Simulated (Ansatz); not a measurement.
TiO2: strain along the normal

TiO2 (anatase, I4_1/amd, 11.312 Å³/atom at rest, c along z) under an equal strain ε in the (001) plane with the normal axis free, as in a coherent film. PBEsol in Ansatz, a plane-wave DFT program (PAW, default set), 420 eV, 12×12×12 Γ-centred mesh, Fermi-Dirac smearing 0.05 eV; ions are relaxed within the symmetry of each cell.

Here s stands for strain and y for normal strain.

| strain (%) | normal strain (%) |
|---|---|
| -1.20 | 1.95 |
| -0.60 | 0.95 |
| 0.00 | 0.00 |
| 0.60 | -0.89 |
| 1.20 | -1.74 |
| 3.00 | ? |

Taking a straight line for y over the 5 complete rows: Means: s 0, y 0.054. About the means, the sum of products is -5.5320 and the sum of squares of s is 3.6000; the slope is their ratio. Least squares gives y = 0.054 - 1.5367·s. Residuals (row less fit): 0.052, -0.026, -0.054, -0.022, 0.050; standard error 0.056 (degrees of freedom: 3). The slope, -1.54 ± 0.03, is the elastic response of the normal axis, −2C13/C33.

What does the fit predict for y at s = 3.00, and how far is the calculated value from it?

y = 0.054 - 1.5367 × 3.0 = -4.556%. The calculation gives -3.91%, 0.646% above the prediction (11.0 % of the range of y in the table). The row lies outside the fitted rows, so this is an extrapolation. From the scatter of the fitted rows alone, a prediction at this place has a standard error of 0.107%, so the miss is 6.0 times that.

One order more, fitted to all 11 runs of the series, follows each within 0.04, so the miss is the next term of a smooth law. The primitive cell can neither tilt nor turn polar against its symmetry, as such crystals can under strain. TiO2 is here one of several forms; rutile is the usual stable one. Rows are the converged runs of the series near zero and its far end; series whose fitted rows scatter by over a few per cent of the range, as at a crossing or softening among them, aren't shown in this form. Most that stay on the fit to the last digits aren't either.
